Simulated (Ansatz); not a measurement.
BaH2 (P6₃/mmc, No. 194, 6 atoms in the cell; start mp-1182102; a measured phase of this formula has another space group), treated with PBE0 (PAW; Ansatz, an electronic-structure program).

Numerical settings: plane-wave cutoff 460 eV, 6×6×4 k mesh (along the axes of the cell as run), Fermi–Dirac smearing 0.01 eV, scalar-relativistic PAW data made under PBE.

Cell (relaxed with PBEsol):

Space group P6₃/mmc (No. 194); a = b = 4.384 Å, c = 5.793 Å, α = β = 90.00°, γ = 120.00°

```
atom  site  symmetry       x       y       z
----  ----  --------  ------  ------  ------
Ba      2c      -6m2  0.3333  0.6667  0.2500
H       2d      -6m2  0.6667  0.3333  0.2500
H       2a      -3m.  0.0000  0.0000  0.0000
```

Q: Estimate the band gap, smallest direct gap on the k points sampled and Γ–Γ gap that the calculation returns.

A: 
* **band gap**: 3.48 eV
* **smallest direct gap on the k points sampled**: 4.36 eV
* **Γ–Γ gap**: 4.60 eV

Note: cell and atoms aren't relaxed at this level (pressure 1.8 GPa).

Spin–orbit coupling is not included.

The computed numbers hold no vibrational or temperature effects.

Cost on a shared machine: about 2.1 core-minutes (a rough figure).

A start named mp-… is a Materials Project structure, which need not be a measured phase.
